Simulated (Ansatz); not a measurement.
Spacing of the highest filled and lowest empty level at the zone centre in eight small model glasses of hand-chosen composition and density, fast-quenched (anions pushed apart in CHGNet runs), each at its PBE geometry, by PBE and by r2SCAN (Ansatz, an electronic-structure program, plane waves, PAW). The cells are the first eight to finish that balance their formal charges, show no moments and no lower geometry on charging where those were tested, and have a gap at both levels; defect levels can set the spacings.

| cell | quench by | pressure (GPa) | levels at the gap | PBE (eV) | experiment, tabulated (eV) |
|---|---|---|---|---|---|
| Ga24O39Mo | CHGNet | 0.0 | localised at both edges | 1.36 | - |
| Ga24O38Ti | CHGNet | 0.1 | localised at the filled edge | 1.84 | - |
| Si24O49Na2 | CHGNet | 0.0 | localised at the filled edge | 3.32 | - |
| Ga24O37Ca | CHGNet | -1.8 | localised at the filled edge | 1.42 | - |
| Ti20O45Nb2 | CHGNet | 2.2 | localised at the filled edge | 2.55 | - |
| In9Ga9Zn9O37Ba | CHGNet | 0.1 | localised at the filled edge | 0.56 | - |
| Ti20O43Y2 | CHGNet | 0.0 | spread | 2.81 | - |
| In24O37Na2 | CHGNet | 0.1 | localised at the filled edge | 0.38 | - |

Problem. What does r2SCAN give, and how does it move these values against PBE?

Solution. Ga24O39Mo 1.57, Ga24O38Ti 2.37, Si24O49Na2 3.92, Ga24O37Ca 1.96, Ti20O45Nb2 2.90, In9Ga9Zn9O37Ba 1.00, Ti20O43Y2 3.17, In24O37Na2 0.75 eV. It raises them by +0.21 to +0.61 eV, +0.43 eV on average. A straight line through the eight gives r2SCAN = 1.03 × PBE +0.36 eV, with a scatter of 0.12 eV.
